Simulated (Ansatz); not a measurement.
The starting structures come from a database of crystals and need not be the phases stable at ambient conditions.

By PBEsol, the system below comes out a metal.

A figure of merit of an interconnect metal is its ballistic conductance per area.

Input:

```
CELL_PARAMETERS angstrom
      3.24219     0.00000     0.00000
      1.51037     5.29849     0.00000
      0.00000     0.00000     4.13822
ATOMIC_POSITIONS crystal
  Zr 0.64740 0.19367 0.75000
  Zr 0.35260 0.80633 0.25000
  Cu 0.94078 0.63770 0.75000
  Cu 0.05922 0.36230 0.25000
```

Space group of this cell: P2_1/m. The cell is taken as given; by PBEsol its mean pressure is -6.0 GPa.

The current flows along the normal of the first two printed cell vectors. No spin-orbit coupling; the value is a mean over 0.1 eV about the Fermi level.

Estimate the ballistic conductance per area that PBEsol run with Ansatz (a quantum-chemistry and plane-wave program) returns for this system.

0.64 × 10¹⁵ S/m² for both spins.
